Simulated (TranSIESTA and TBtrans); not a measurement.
Run with TranSIESTA and TBtrans (open boundaries, self-consistent; PseudoDojo norm-conserving potentials, scalar-relativistic): PAO.BasisSize DZP, PAO.EnergyShift 0.15 eV, XC.Authors PBE, Mesh.Cutoff 200 Ry, ElectronicTemperature 300 K, TS.Voltage 0.0 eV, TBT.Elecs.Eta 0.001 eV, no spin polarisation.

Junction: Na chain with one bond stretched by 2.0 Å. Leads: straight Na chain, spacing 3.3 Å. Geometry: as built, not relaxed.

Give the largest eigenchannel transmissions at the Fermi level (four at most) and the total.

0.51; total 0.51. The straight chain is held at its spacing; free chains may zigzag or dimerise. No spin-polarised start was tried, so a magnetic state, if there is one, is missed.
